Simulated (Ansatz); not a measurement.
**Parameter sweep on SiC (F-43m, 2 atoms in the cell)**

```xyz
2
Lattice="0.0000 2.1393 2.1393 2.1393 0.0000 2.1393 2.1393 2.1393 0.0000" Properties=species:S:1:pos:R:3 pbc="T T T"
Si     1.0697     1.0697     1.0697
C      0.0000     0.0000     0.0000
```

Base run A: PBE (Ansatz, an electronic-structure program), self-consistent single point.

Its settings: kpoints.mp_grid.grid = 13 13 13; hamiltonian.xc = pbe; hamiltonian.pseudopotentials = {kind: paw} (the program's default PAW files); scf.occupations.method = fixed.

The starting cell comes from a database of computed structures (which also holds hypothetical and non-ambient phases and stackings), without a prior relaxation at this level. Its lattice was rescaled by a random factor within 2.5 % of one. In the base run, with a pressure of about 17 GPa the cell is away from its equilibrium volume at this level. Ansatz's pressure includes its estimate of the finite-basis (Pulay) stress. Another mesh or the band path of this cell gives a smaller gap, so this value is not converged in the mesh.

ΔF is the free energy per atom less that of run A. 

Runs:
- B: scf.algorithm: default → direct_min
- C: scf.eigensolver.kind: default (the program chose band_cg) → davidson
- D: basis.precision: default → f64
- E: scf.self_checks: default → high

```csv
run,ΔF (meV/atom),pressure (GPa),gap on the mesh (eV),iterations
A,0.00,17.07,1.381,6
B,0.00,17.07,1.381,4
C,0.00,17.07,1.381,6
D,0.00,17.07,1.381,6
E,0.00,17.07,1.381,6
```

Runs B, C, D, E gave the same state as A (within 1 meV/atom).

Keys are those of Ansatz 0.2.
